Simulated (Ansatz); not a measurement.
**Response to strain in hypothetical R-3m LuAgSe2**

The parent structure is LuAgSe$_{2}$ (space group R-3m, No. 166; a = 4.035 Å, c = 18.981 Å (hexagonal axes); a hypothetical phase, not in the database extracts checked). Axes: x lies along a and z along c of the hexagonal cell.

Strains are applied to the cell and any free atomic positions relax.

Level of theory: plane-wave PAW DFT at the PBEsol level (Ansatz, an electronic-structure program, 420 eV), no SOC.

Base values:

```
Property    Value
--------  -------
Band gap  1.49 eV
```

The aim is a band gap between 1.04 eV and 1.11 eV. Which of these changes reaches it?
A) isotropic strain +4.27 %
B) uniaxial strain ε_yy = −0.13 %
C) uniaxial strain ε_yy = −4.25 %

C, uniaxial strain ε_yy = −4.25 %. It gives 1.06 eV; isotropic strain +4.27 % gives 1.18 eV; uniaxial strain ε_yy = −0.13 % gives 1.48 eV. Changes not listed may reach it too

No phonon test of stability was made.
